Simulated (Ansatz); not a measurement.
Pressure series in ZrB2

The parent structure is ZrB₂ (space group P6/mmm, No. 191; a = 3.171 Å, c = 3.541 Å).

Cell and atoms are relaxed at each pressure.

The values are results of PBE (Ansatz, a first-principles code; PAW; 420 eV plane waves; spin-orbit coupling left out), not measurements.

| pressure (GPa) | volume per atom (Å³/atom) |
|---|---|
| -2 | 10.370 |
| -1 | 10.325 |
| 0 | 10.282 |
| 2.1 | ? |
| 4.5 | 10.097 |
| 9 | 9.926 |
| 15 | 9.718 |
| 22.5 | 9.485 |
| 30 | 9.276 |

Task: Fit the third-order Birch–Murnaghan form P(V) = (3B₀/2)[(V₀/V)^(7/3) − (V₀/V)^(5/3)]·[1 + (3/4)(B₀′ − 4)((V₀/V)^(2/3) − 1)] (squares taken in P) to the rows shown and predict the withheld row.

Result: Least squares on the printed values gives V₀ = 10.282 Å³/atom, B₀ = 238 GPa, B₀′ = 3.9; this predicts 10.193 Å³/atom, and the run gives 10.194 Å³/atom, in agreement.

Load acts through the strain it causes; cell and atoms are relaxed under it. No phonon test of stability was made. Competing high-pressure phases were not computed. The final runs are not spin-polarised.
